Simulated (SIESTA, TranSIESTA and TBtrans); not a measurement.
Run with TranSIESTA and TBtrans (open boundaries, self-consistent; PseudoDojo norm-conserving potentials, scalar-relativistic): Spin polarized, PAO.BasisSize DZP, PAO.EnergyShift 0.15 eV, XC.Authors PBE, Mesh.Cutoff 200 Ry, ElectronicTemperature 300 K, TS.Voltage 0.0 eV, TBT.Elecs.Eta 0.001 eV.

Junction: W chain with a Cl atom beside one bond. Leads: straight W chain, spacing 2.25 Å. Geometry: as built, not relaxed.

Give the largest eigenchannel transmissions at the Fermi level (four at most) and the total.

Up: 1.00, 1.00, 0.99, 0.91 (total 4.62); down: 1.00, 1.00, 0.99, 0.89 (total 4.58). A magnetic start was tried, and the separate lead runs end without a moment. The straight chain is held at its spacing; free chains may zigzag or dimerise. Spin-orbit coupling, left out here, matters for the heavy atoms.
